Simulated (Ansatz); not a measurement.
The starting structures come from a database of crystals and need not be the phases stable at ambient conditions.

By PBEsol, the system below comes out a metal.

A figure of merit of an interconnect metal is its ballistic conductance per area.

Here is the system:

```yaml
crystal:
  lattice:
    - [4.47602, 0.00000, 0.00000]
    - [-2.23801, 3.87635, 0.00000]
    - [0.00000, 0.00000, 2.76972]
  atoms:
    - { symbol: Ti, position: [0.00000, 0.00000, 0.00000] }
    - { symbol: Ti, position: [0.33333, 0.66667, 0.50000] }
    - { symbol: Ti, position: [0.66667, 0.33333, 0.50000] }
```

Space group of this cell: P6/mmm. The cell is strained (all lengths scaled by 0.98); by PBEsol its mean pressure is 3.5 GPa.

The current flows along the normal of the first two printed cell vectors, the (001) plane of the conventional cell. No spin-orbit coupling; the value is a mean over 0.1 eV about the Fermi level.

Problem. Compute, with PBEsol run with Ansatz (a quantum-chemistry and plane-wave program), the ballistic conductance per area.

Solution. 0.51 × 10¹⁵ S/m² for both spins.
